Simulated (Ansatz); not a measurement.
GaN under load (space group P6_3mc), Ansatz (an electronic-structure program) with PBE with spin-orbit coupling, rigid bands. Condition of this run: uniaxial stress along c of 4 GPa (compression positive) (the target of the relaxation). Band gap 1.98 eV, N_c = 2.02e18 cm⁻³ and N_v = 5.00e19 cm⁻³ at 300 K, conductivity masses along z (a = (3.19, 0.00, 0.00) Å; b = (-1.60, 2.76, 0.00) Å; c = (0.00, 0.00, 5.13) Å) of 0.178 mₑ (electrons) and 0.809 mₑ (holes). Take k_BT = 0.02585 eV.

Question: Find the intrinsic carrier density and the intrinsic Fermi level.

Answer: n_i = √(N_c N_v) exp(−E_g/2k_BT) = 1.00e19 × exp(−38.29) = 2.3e2 cm⁻³. The level lies (k_BT/2) ln(N_v/N_c) = 41 meV from mid-gap (positive towards the conduction band). Each 0.1 eV added to the gap lowers n_i by a factor of 6.9.

Question: What built-in voltage has an abrupt junction with N_A = 1e17 and N_D = 1e17 cm⁻³, all dopants ionised?

Answer: V_bi = E_g/e − (k_BT/e) ln(N_c N_v/(N_A N_D)) = 1.98 − 0.02585 × 9.22 = 1.74 V, for the computed gap.

Question: A film of it is 3 nm thick, with its normal along the direction named. Estimate the confinement energies in an infinite well.

Answer: ħ²π²/(2m t²) = 0.376 eV·nm²/(m/mₑ × t²) gives 235 meV for electrons and 51.6 meV for holes, so the gap would widen to about 2.27 eV. Finite barriers and nonparabolic bands lower this, and with several valleys or bands the heaviest mass along the normal sets the lowest level, not this average.

Rigid bands with the computed gap; masses take one relaxation time for all states. Geometry: cell and atoms relaxed with PBEsol.
